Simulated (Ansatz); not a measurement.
Abridged Ansatz (a program for electronic structure) output:

```
Relaxation: its limit of steps is 60 (relax.max_steps)
Pseudopotential: Ti, paw, valence charge 12
Pseudopotential: Ba, paw, valence charge 10
Pseudopotential: O, paw, valence charge 6
Crystal: 5 atoms, lattice volume = 54.062 Å³
Basis set: ecut = 420 eV, 1021 PW (Γ), exchange–correlation on 54×54×54 points (8 copies of the dense FFT grid, shifted against one another)
Bands: 25, of which v1, the nominal top of the filled ones, is band 20 counted from 1 (19 counted from 0)
Symmetry: 48 space group operations
k-points: 35 of 512
Functional: x = pbe(κ = 0.804, μ = 0.2195149727645171), c = pbe(β = 0.06672455060314922)
SCF iter   1: F=—  HF=-10158.616137 eV  |F-HF|=—  |Δ(HF+E_count)|=         —  Δρ=5.13e-2  dr2=1.67e0  ethr=3.10e-3  ⟨swp⟩=7.8  Hψ=4398  notcnv=0
SCF iter   2: F=—  HF=-10158.504802 eV  |F-HF|=—  |Δ(HF+E_count)|=   1.11e-1  Δρ=3.03e-2  dr2=6.14e-1  ethr=3.10e-3  ⟨swp⟩=2.0  Hψ=1297  notcnv=0  defer=33
SCF 1 converged in 7 iterations: F = -10158.443819 eV  dr2 = 8.85e-8
relax step   1: F+E_penalty+E_count = -10158.44381894 eV  Δ(F+E_penalty+E_count) = +0.000e0 eV  max|allowed force component| = 2.624e-24 eV/Å  Δτ_max = 0.0000 Å  P = +44.999 GPa  Ω = 54.062 Å³  (7 SCF iters, dr2 threshold 1.00e-7 eV, accepted)
[... steps on the carried basis left out ...]
relax step   7: F+E_penalty+E_count = -10157.74846527 eV  Δ(F+E_penalty+E_count) = +3.707e-5 eV  max|allowed force component| = 8.663e-25 eV/Å  Δτ_max = 0.0000 Å  P = +59.999 GPa  Ω = 51.930 Å³  stress off target by 1.08e-3 GPa  SCF on the basis re-selected at this cell (its energy is not comparable with the rows above)  (10 SCF iters)
SCF converged after 10 iterations
Free energy (F): -10157.748465 eV
Internal energy: -10157.748465 eV  (E = F + TS)
E sigma→0 (E₀):  -10157.748465 eV
Fermi energy:    14.764949 eV
--- Forces (eV/Å), atoms counted from 1 ---
  atom   1  Ti     0.00000000     0.00000000     0.00000000
  atom   2  Ba    -0.00000000     0.00000000     0.00000000
  atom   3  O      0.00000000    -0.00000000     0.00000000
  atom   4  O     -0.00000000     0.00000000     0.00000000
  atom   5  O      0.00000000    -0.00000000     0.00000000
--- Stress (GPa, compression-positive) ---
       59.998916      -0.000000      -0.000000
       -0.000000      59.998916      -0.000000
       -0.000000      -0.000000      59.998916
  P = ⅓ Tr σ = 59.9989 GPa (599.989 kbar)
--- Relaxed structure (5 steps of the walk, 5 accepted, 2 SCFs on fresh bases) ---
  cell:  # Å, volume = 51.9299 Å³
    - [3.730833534631611, -2.4716100952969528e-33, -2.5679065925163148e-34]
    - [-2.4716100952969528e-33, 3.730833534631611, -1.2839532962581572e-34]
    - [2.567906592516314e-34, -1.2839532962581572e-34, 3.730833534631611]
  atoms:
    - { symbol: Ti, position: [0.5, 0.5, 0.4212] }
    - { symbol: Ba, position: [-1.344985975491059e-35, 8.489060003949177e-36, 0.9211999999999999] }
    - { symbol: O, position: [0.5, 0.5, 0.9211999999999999] }
    - { symbol: O, position: [0.5, -3.779093626965939e-43, 0.4212] }
    - { symbol: O, position: [7.308551508205238e-36, 0.5, 0.4212] }
```

Question: What was computed, and what are the main results?

Answer: BaTiO3, 5 atoms in the cell, with Ansatz PBE, no SOC, earlier PAW set, from a series relaxed to a target (pressure 60 GPa). The last SCF converged to F = -10157.748465 eV, or -2031.5497 eV per atom, at a pressure of 60.00 GPa. The total energy compares only with runs of the same code, potentials and settings.

Load acts through the strain it causes; cell and atoms are relaxed under it. Whether these cells are dynamically stable was not tested. Competing high-pressure phases were not computed. The final runs are not spin-polarised. Along this pressure series the structure jumps between pressure 9 GPa and pressure 18 GPa; cells beyond that are another form of it. The cell was made from BaTiO3 (space group P4mm, No. 99) by this change: pressure 60 GPa.

Keys are those of Ansatz 0.2.
